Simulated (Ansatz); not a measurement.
# CdS: band gap against strain

CdS (zinc blende, F-43m, 23.846 Å³/atom at rest) under an equal strain ε in the (001) plane with the normal axis free, as in a coherent film. LDA in Ansatz, a plane-wave DFT program (PAW, default set), 420 eV, 10×10×10 Γ-centred mesh, Fermi-Dirac smearing 0.05 eV; ions are relaxed within the symmetry of each cell. Gaps are the smallest over the k-mesh and a band path, without spin-orbit coupling; in all rows the valence edge lies at Γ and the conduction edge at Γ.

Here s stands for strain and Eg for gap.

| strain (%) | gap (eV) |
|---|---|
| 0.00 | 0.947 |
| 0.50 | 0.916 |
| 1.00 | 0.886 |
| 1.50 | 0.858 |
| 3.00 | ? |

Taking a straight line for Eg over the 4 complete rows: Means: s 0.75000, Eg 0.9018. About the means, the sum of products is -0.074250 and the sum of squares of s is 1.2500; the slope is their ratio. Least squares gives Eg = 0.9463 - 0.05940·s. Residuals (row less fit): 0.0007, -0.0006, -0.0009, 0.0008; standard error 0.0011 (degrees of freedom: 2). Over these rows the gap moves by -5.9 ± 0.10 eV per unit strain.

### Question
Estimate the missing Eg (s = 3.00); what did the run itself give?

### Answer
Eg = 0.9463 - 0.05940 × 3.0 = 0.7681 eV. The calculation gives 0.780 eV, 0.0119 eV above the prediction (7.1 % of the range of Eg in the table). The row lies outside the fitted rows, so this is an extrapolation. From the scatter of the fitted rows alone, a prediction at this place has a standard error of 0.0025 eV, so the miss is 4.8 times that.

One order more, fitted to all 7 runs of the series, follows each within 0.001, so the miss is the next term of a smooth law. CdS is here a metastable form; wurtzite is the usual one. Rows are the converged runs of the series near zero and its far end; series whose fitted rows scatter by over a few per cent of the range, as at a crossing or softening among them, aren't shown in this form. Most that stay on the fit to the last digits aren't either.
